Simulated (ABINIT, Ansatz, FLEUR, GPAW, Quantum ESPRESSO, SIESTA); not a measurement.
# One structure in several programs: NbRu3 (P6_3/mmc, 8 atoms in the cell)

Self-consistent single point.

```
NbRu3
1.0
    5.56044     0.00000     0.00000
   -2.78022     4.81548     0.00000
    0.00000     0.00000     4.38106
Nb Ru
2 6
Direct
  0.33333   0.66667   0.75000
  0.66667   0.33333   0.25000
  0.16473   0.32945   0.25000
  0.83527   0.67055   0.75000
  0.83527   0.16473   0.75000
  0.16473   0.83527   0.25000
  0.67055   0.83527   0.25000
  0.32945   0.16473   0.75000
```

All programs got the same cell, k-point mesh and kind of occupations (in Ansatz's words: kpoints.mp_grid.grid = 4 4 5; scf.occupations.method = fermi_dirac; scf.occupations.width = 0.0073 Ry); potentials, basis and cutoffs are each program's usual ones.

```csv
code,model,pressure (GPa),largest force (eV/Å),k-points,cutoff
SIESTA,"GGA PBEsol, numerical atomic orbitals DZP, PseudoDojo PBEsol standard norm-conserving potentials (rewritten from UPF to PSML)",-7.29,0.191,44,grid 300 Ry
Ansatz,"PBEsol, PAW files made with PBE",-6.92,0.162,12,default
FLEUR,"PBEsol, all-electron FLAPW (FLEUR), scalar-relativistic valence",–,0.162,12,Kmax 4.2 1/bohr
ABINIT,"PBEsol, norm-conserving pseudopotentials (PseudoDojo nc-sr-04 PBEsol standard)",-6.44,0.163,12,1143 eV
Quantum ESPRESSO,"PBEsol, GBRV 1.5 ultrasoft (PBESOL) pseudopotentials",-7.17,0.161,12,40 Ry
GPAW,"PBEsol, GPAW PAW datasets PBEsol (made by gpaw-setup)",-7.57,0.157,12,600 eV
```

A dash marks a value that a program does not give, or that is left out as unsure.

The spread over the programs that give each value: pressure within 1.13 GPa; largest force within 0.034 eV/Å.

The starting cell comes from a database of computed structures (which also holds hypothetical and non-ambient phases and stackings), without a prior relaxation at this level. On Ansatz's run: Spin polarisation is off. In the base run, with a pressure of about -7 GPa the cell is away from its equilibrium volume at this level.

Task: Why do the programs differ, and what cannot be compared?

Result: Differences of this kind can come from the potentials, where these differ, and from what each basis and cutoff leave unconverged. The valence holds different numbers of electrons (SIESTA 122, Ansatz (an electronic-structure program) 122, FLEUR 110, ABINIT 122, Quantum ESPRESSO 122, GPAW 122). The zero of total energies and Fermi levels follows the potentials and each program's conventions, so they are not compared here. SIESTA uses small atom-centred bases, whose incompleteness enters pressures, forces and empty levels differently from a plane-wave cutoff. FLEUR treats all electrons, but the usual bases taken here (sphere radii, linearisation, local orbitals, empty states) were not tested for convergence, so the values are no reference for the others. Ansatz's pressure is given at a fixed set of plane waves, as the other plane-wave codes print theirs; with its correction for the finite basis it is -6.75 GPa. Ansatz's smearing width was typed in Ry to four decimals, so it matches the others to a few per cent. The programs reduce the same mesh by symmetry to different extents, which changes the work and not the result.

Left out of this page: Elk (not drawn, or without a comparable value).

Keys are those of Ansatz 0.2.
